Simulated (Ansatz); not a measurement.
SiO₂ (Cmc2₁, No. 36, 36 atoms in the cell; start mp-556218; a measured phase of this formula has another space group)

Method: LDA in Ansatz (PAW).

Settings: plane-wave cutoff 520 eV, 4×4×6 k mesh (along the axes of the cell as run), Fermi–Dirac smearing 0.01 eV, scalar-relativistic PAW data made under PBE.

Cell (relaxed at this level):

Space group Cmc2₁ (No. 36); a = 13.973 Å, b = 17.305 Å, c = 5.034 Å, α = 90.00°, β = 90.00°, γ = 90.00°

| atom | site | symmetry | x | y | z |
|---|---|---|---|---|---|
| Si | 8b | 1 | 0.2062 | 0.2114 | 0.2259 |
| Si | 4a | m.. | 0.0000 | 0.2743 | 0.1579 |
| Si | 8b | 1 | 0.2953 | 0.0486 | 0.2244 |
| Si | 4a | m.. | 0.0000 | 0.6211 | 0.1579 |
| O | 8b | 1 | 0.0924 | 0.2213 | 0.2053 |
| O | 8b | 1 | 0.2590 | 0.2692 | 0.0230 |
| O | 8b | 1 | 0.4075 | 0.0683 | 0.2056 |
| O | 4a | m.. | 0.0000 | 0.6939 | 0.3575 |
| O | 8b | 1 | 0.2323 | 0.1234 | 0.1561 |
| O | 4a | m.. | 0.0000 | 0.3471 | 0.3574 |
| O | 8b | 1 | 0.2298 | 0.4804 | 0.0192 |
(The calculation used a cell of 36 atoms; values per cell refer to that cell.)

| Item | Result |
|---|---|
| band gap | 5.69 eV |
| smallest direct gap on the k points sampled | 5.70 eV |

The computed numbers hold no vibrational or temperature effects.

Computing time: very roughly 16 core-minutes.

A start named mp-… is a Materials Project structure, which need not be a measured phase.

Ansatz is a quantum-chemistry and plane-wave program.
